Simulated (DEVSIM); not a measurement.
Device: Pt/SiO2/p-Si capacitor, at 300 K.

```tsv
layer (left to right)	material	thickness (nm)	Na (cm⁻³)
1	SiO2	1.00	-
2	Si	360	5.2e17
```

Metal gate on the left, work function 5.6 eV. Fixed charge at the semiconductor interface -1.3e10 cm⁻² (in units of +e); no interface traps.

This is a model device: material constants are rounded textbook-type values typed into the input, and sizes, dopings and lifetimes were drawn at random. Values at 300 K.

| parameter | SiO2 | Si |
|---|---|---|
| gap (eV) | 9 | 1.124 |
| affinity (eV) | 0.9 | 4.05 |
| permittivity | 3.9 | 11.7 |
| Nc (cm⁻³) | - | 2.86e19 |
| Nv (cm⁻³) | - | 3.1e19 |

Model (solved in DEVSIM): 1D Poisson equation in equilibrium, Boltzmann statistics, complete ionisation; no quantum confinement or tunnelling. Metal contacts follow the ideal Schottky-Mott rule: no Fermi-level pinning, no interface dipoles.

Q: Tabulate band edges, carrier densities and field at 1.2 V on the gate.

A: Energies count from the Fermi level of the right contact; mesh points crowd at the junctions.

```csv
x (μm),Ec (eV),Ev (eV),n (cm⁻³),p (cm⁻³),field (V/cm)
0.000,3.500,-5.500,< 1e2,< 1e2,900000
0.0004341,3.539,-5.461,< 1e2,< 1e2,900000
0.0007103,3.564,-5.436,< 1e2,< 1e2,900000
0.001262,0.447,-0.677,8.8e11,1.3e8,300000
0.002635,0.487,-0.637,1.9e11,6.2e8,290000
0.004324,0.534,-0.590,3.1e10,3.8e9,270000
0.007277,0.611,-0.513,1.6e9,7.4e10,250000
0.01443,0.767,-0.357,3700000,3.2e13,190000
0.02323,0.904,-0.220,19000,6.2e15,120000
0.03861,1.004,-0.120,390,3.0e17,23000
0.06409,1.018,-0.106,230,5.2e17,320
0.1217,1.018,-0.106,220,5.2e17,≈ 0
0.1984,1.018,-0.106,220,5.2e17,≈ 0
0.2634,1.018,-0.106,220,5.2e17,≈ 0
0.3101,1.018,-0.106,220,5.2e17,≈ 0
0.3307,1.018,-0.106,220,5.2e17,≈ 0
0.3432,1.018,-0.106,220,5.2e17,≈ 0
0.3503,1.018,-0.106,220,5.2e17,≈ 0
0.3561,1.018,-0.106,220,5.2e17,≈ 0
0.3585,1.018,-0.106,220,5.2e17,≈ 0
0.3599,1.018,-0.106,220,5.2e17,≈ 0
0.3610,1.018,-0.106,220,5.2e17,≈ 0
```
